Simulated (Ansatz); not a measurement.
Several settings converged on CaSi2Rh2 (I4mm, 5 atoms in the cell)

```xyz
5
Lattice="-2.0510 2.0510 5.0195 2.0510 -2.0510 5.0195 2.0510 2.0510 -5.0195" Properties=species:S:1:pos:R:3 pbc="T T T"
Ca     0.0000     0.0000     0.0500
Si     0.0000     0.0000     6.2984
Si     0.0000     0.0000     3.7407
Rh     0.0000     2.0510     2.5098
Rh     2.0510     0.0000     2.5098
```

Base method: LDA (PW92), default PAW files made with PBE (plane waves; Ansatz, a quantum-chemistry and plane-wave program).

Base settings: basis.ecutwfc = 420 eV; kpoints.mp_grid.grid = 11 11 11; hamiltonian.xc = lda; hamiltonian.pseudopotentials = {kind: paw} (the program's default PAW files); scf.occupations.method = gaussian; scf.occupations.width = 0.1 eV.

The count of work is k-points × plane waves × bands × iterations; it is no time. Core times come from one kind of shared machine, to one figure; runs under 30 s give none.

**Shifted k-point meshes**

In this ladder: kpoints.mp_grid.shift = 0.5 0.5 0.5.

Only quantities that move along the ladder and can be compared are tabulated.

| kpoints.mp_grid.grid | free energy less the last step's (meV/atom) | pressure (GPa) | largest difference of a force vector from the last step's (eV/Å) | count of work / last |
|---|---|---|---|---|
| 2 2 2 | 59.94 | -7.60 | 0.485 | 0.0020 |
| 4 4 4 | 12.03 | -7.72 | 0.054 | 0.0075 |
| 6 6 6 | -0.36 | -8.02 | 0.035 | 0.019 |
| 8 8 8 | 0.54 | -7.93 | 0.030 | 0.038 |
| 10 10 10 | -0.05 | -7.97 | 0.015 | 0.067 |
| 12 12 12 | -0.09 | -7.97 | 0.007 | 0.11 |
| 27 27 27 | 0.00 | -7.98 | 0.000 | 1.0 |

Coarsest kpoints.mp_grid.grid that holds the free energy within 2 meV/atom of the last step, with all finer ones: 6 6 6, at 0.019 of the last step's count of work; the step before is off by 12 meV/atom.

Coarsest kpoints.mp_grid.grid that holds the pressure within 0.2 GPa of the last step, with all finer ones: 6 6 6, at 0.019 of the last step's count of work; the step before is off by 0.26 GPa.

**The k-point mesh at a smearing width of 0.3 eV**

In this ladder: scf.occupations.width = 0.3 eV.

Only quantities that move along the ladder and can be compared are tabulated.

```csv
kpoints.mp_grid.grid,free energy less the last step's (meV/atom),pressure (GPa),largest difference of a force vector from the last step's (eV/Å),count of work / last
4 4 4,4.95,-7.78,0.043,0.0088
5 5 5,0.87,-7.84,0.062,0.012
6 6 6,1.71,-7.86,0.021,0.020
8 8 8,-0.32,-7.92,0.002,0.040
12 12 12,0.01,-7.90,0.001,0.11
27 27 27,0.00,-7.90,0.000,1.0
```

Coarsest kpoints.mp_grid.grid that holds the forces within 0.02 eV/Å of the last step, with all finer ones: 8 8 8, at 0.040 of the last step's count of work; the step before is off by 0.021 eV/Å.

Coarsest kpoints.mp_grid.grid that holds the free energy within 1 meV/atom of the last step, with all finer ones: 8 8 8, at 0.040 of the last step's count of work; the step before is off by 1.7 meV/atom.

Coarsest kpoints.mp_grid.grid that holds the pressure within 0.05 GPa of the last step, with all finer ones: 6 6 6, at 0.020 of the last step's count of work; the step before is off by 0.07 GPa.

**The width of Methfessel-Paxton smearing**

In this ladder: kpoints.mp_grid.grid = 18 18 18; scf.occupations.method = methfessel_paxton.

Narrow widths need finer meshes than wide ones, so the last steps can hold mesh noise.

Only quantities that move along the ladder and can be compared are tabulated; pressure and forces are left out, as mesh noise rules them at narrow widths.

```tsv
scf.occupations.width	free energy less the last step's (meV/atom)	core time / last (rough)
1 eV	9.23	1.0
0.5 eV	1.94	1
0.3 eV	0.33	1
0.1 eV	0.00	1
```

Widest scf.occupations.width that holds the free energy within 5 meV/atom of the last step, with all finer ones: 0.5 eV; the step before is off by 9.2 meV/atom.

On the base run: the starting cell comes from a database of computed structures (which also holds hypothetical and non-ambient phases and stackings), without a prior relaxation at this level. Its lattice was rescaled by up to half a per cent. One atom was moved a little off its site on purpose. Spin polarisation is off. In the base run, with a pressure of about -8 GPa the cell is away from its equilibrium volume at this level. Ansatz's pressure includes its estimate of the finite-basis (Pulay) stress.

Left out of this page: 2 runs of the series outside the window shown, repeating another row's setting, or not comparable.

Keys are those of Ansatz 0.2.
